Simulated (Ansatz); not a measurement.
Ansatz (a first-principles code) run on Na (Im-3m, 1 atom in the cell): self-consistent single point

Level of theory: PBE (plane waves, PAW; Ansatz).

Input as run:

Ansatz 0.2 input:
```yaml
crystal:
  lattice:
    - [-2.13000000, 2.13000000, 2.13000000]
    - [2.13000000, -2.13000000, 2.13000000]
    - [2.13000000, 2.13000000, -2.13000000]
  atoms:
    - { symbol: Na, position_ang: [0.00000000, 0.00000000, 0.00000000] }
kpoints:
  mp_grid:
    grid: [9, 9, 9]
hamiltonian:
  xc: pbe
  pseudopotentials:
    kind: paw
scf:
  occupations:
    method: fermi_dirac
    width: 0.1 eV
output:
  forces: true
  eigenvalues: true
  stress: true
```

Log, with long lists cut:

```
WARN basis.ecutwfc = 420 eV, the default
WARN ansatz: RAYON_NUM_THREADS=1 ignored (pool sized by the plan → 1); use --threads N
Pseudopotentials: kind: paw
Pseudopotential: Na, paw, valence charge 9
Crystal: 1 atoms, lattice volume = 38.654 Å³
Basis set: ecut = 420 eV, 767 PW (Γ), exchange–correlation on 50×50×50 points (8 copies of the dense FFT grid, shifted against one another)
Bands: 9, of which v1, the nominal top of the filled ones, is band 5 counted from 1 (4 counted from 0)
Symmetry: 48 space group operations
Space group: Im-3m (ITA 229), of the structure as read, at distance tolerance 3.4e-5 Å
k-points: 35 of 729
Initial density: superposition of atomic densities (neutral atoms: chi_scale 0, normalization atom), corrected by the library's trained network
Initial wavefunctions: pseudopotential atomic-orbital guess
Eigensolver: davidson
Functional: x = pbe(κ = 0.804, μ = 0.2195149727645171), c = pbe(β = 0.06672455060314922)
SCF iter   1: F=—  HF=-1486.426030 eV  |F-HF|=—  |Δ(HF+E_count)|=         —  Δρ=4.72e-4  dr2=4.19e-5  ethr=1.77e-3  ⟨swp⟩=4.9  Hψ=1999  notcnv=0
all-band conjugate gradients solve this SCF's bands
preconditioner: auto → Kerker (q_TF=auto, 2.140 Å⁻¹)
SCF iter   2: F=—  HF=-1486.425902 eV  |F-HF|=—  |Δ(HF+E_count)|=   1.29e-4  Δρ=1.44e-4  dr2=5.57e-6  ethr=4.65e-7  ⟨swp⟩=2.1  Hψ=766  notcnv=0
SCF iter   3: F=—  HF=-1486.425921 eV  |F-HF|=—  |Δ(HF+E_count)|=   1.89e-5  Δρ=7.80e-5  dr2=2.31e-6  ethr=6.19e-8  ⟨swp⟩=2.4  Hψ=442  notcnv=0
SCF iter   4: F=—  HF=-1486.425927 eV  |F-HF|=—  |Δ(HF+E_count)|=   6.04e-6  Δρ=2.71e-5  dr2=2.71e-7  ethr=2.56e-8  ⟨swp⟩=2.5  Hψ=479  notcnv=0
iter 5 did not close the SCF: its close was put off for the readings that it lacked (scf_convergence_deferred on its scf_iter line)
SCF iter   5: F=-1486.425927 eV  HF=-1486.425927 eV  |F-HF|=1.97e-8  |Δ(HF+E_count)|=   5.81e-8  Δρ=9.04e-6  dr2=1.68e-8  ethr=3.01e-9  ⟨swp⟩=2.0  Hψ=436  notcnv=0
SCF iter   6: F=-1486.425927 eV  HF=-1486.425927 eV  |F-HF|=5.63e-10  |Δ(HF+E_count)|=   1.59e-9  Δρ=1.91e-6  dr2=8.26e-10  ethr=1.87e-10  ⟨swp⟩=2.1  Hψ=997  notcnv=0
SCF 1 converged in 6 iterations: F = -1486.425927 eV  dr2 = 8.26e-10
SCF converged after 6 iterations
Free energy (F): -1486.425927 eV
Harris-Foulkes:  -1486.425927 eV  (|F-HF|=5.63e-10)
Internal energy: -1486.412332 eV  (E = F + TS)
E sigma→0 (E₀):  -1486.419129 eV
Entropy (-TS):   -0.013595 eV (-13.595 meV/atom)
Fermi energy:    1.574373 eV
--- Per-component energies (eV) ---
  E_band       = -242.909615
  E_kinetic    = 120.067815
  E_local      = -1454.868288  (includes V_loc(G=0)·N_el)
  E_nonlocal   = 115.078072
  E_hartree    = 532.967436
  E_xc         = -38.287917
  E_vxc        = -49.192588  (∫ρ·V_xc dr)
  E_paw        = -263.165500  (= ΣΔE_a)
  E_vpaw       = -39.930627  (= ΣTr[D̂ρ^β])
  E_aug_tail   = -0.000031  (compensation charges beyond the density's cutoff)
  E_ewald      = -498.203919
  E_smearing   = -0.013595  (= −TS)
  E_closure    = 0.000000  (closes the sum)
  Σ components = -1486.425927   (vs F -1486.425927, Δ=0.00e0)
--- Forces (eV/Å), atoms counted from 1 ---
  atom   1  Na     0.00000000     0.00000000    -0.00000000
  max |Σ_I F_I| component: 1.54e-32 eV/Å
--- Stress (GPa, compression-positive) ---
       -0.321196       0.000000      -0.000000
        0.000000      -0.321196      -0.000000
        0.000000      -0.000000      -0.321196
  P = ⅓ Tr σ = -0.3212 GPa (-3.212 kbar)
  The stress holds the Pulay correction. Without it, at fixed plane waves, as pw.x and ABINIT print it: P = -0.3229 GPa
--- Band table (eV; the first three rows and the last of 35) ---
  k-point 0: bands = ["-51.4641", "-23.3698", "-23.3698", "-23.3698", "-1.6233", "13.0267", "13.0267", "13.0267", "14.0041"]
  k-point 1: bands = ["-51.4639", "-23.3734", "-23.3710", "-23.3697", "-1.4125", "10.8376", "12.0003", "12.3160", "12.8088"]
  k-point 2: bands = ["-51.4634", "-23.3825", "-23.3741", "-23.3697", "-0.7852", "8.0780", "10.8459", "11.4188", "11.7194"]
  k-point 34: bands = ["-51.4613", "-23.3919", "-23.3914", "-23.3914", "4.7163", "6.1199", "6.4073", "6.4073", "7.3560"]
```

The run converged in 6 iterations.

The starting cell has typed, rounded lattice constants, without a prior relaxation at this level. Ansatz's pressure includes its estimate of the finite-basis (Pulay) stress.
